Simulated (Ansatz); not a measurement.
Functionals compared on H on the 1x1 (0001) surface of hcp Ti, one in a 2x2 cell, started at the site 'hollow Ti-Ti-Ti', in Ansatz (plane waves, PAW). The structure was relaxed with PBE; the other rows are single points on it, each with its references at the same level. Cutoff 420 eV (500 eV for r2SCAN).

Model: 17-atom slab, 6.8 Å thick at the start under the adsorbate (thin: gaps and levels are the slab's own), 6x6x1 mesh, Fermi-Dirac 0.1 eV, dipole correction, 8 atoms held, the rest relaxed; held to the start's symmetry, so lower structures may exist; no spin, no spin-orbit, no U, no dispersion correction. At the end it is bonded to 3 Ti. In PBE it is, or lies within 0.03 eV of, the lowest of the starts that converged. These notes are the PBE run's. Adsorption energies are against ½ H2(g). A negative adsorption energy means that the adsorbate is more stable on the surface than in its reference.

```json
[
 {"functional": "PBE", "adsorption energy (eV)": "-1.08", "work function of the top face (eV)": "4.32", "change of the work function (eV)": "-0.08", "rough cost of the single point": "–"},
 {"functional": "RPBE", "adsorption energy (eV)": "-0.98", "work function of the top face (eV)": "4.20", "change of the work function (eV)": "-0.09", "rough cost of the single point": "very roughly 50 core-seconds"},
 {"functional": "r2SCAN", "adsorption energy (eV)": "___", "work function of the top face (eV)": "___", "change of the work function (eV)": "___", "rough cost of the single point": "very roughly 90 core-seconds"}
]
```

Q: Complete the blanks.

A: 
- r2SCAN, adsorption energy (eV): -1.25
- r2SCAN, work function of the top face (eV): 4.40
- r2SCAN, change of the work function (eV): -0.13

Ansatz is an electronic-structure program.
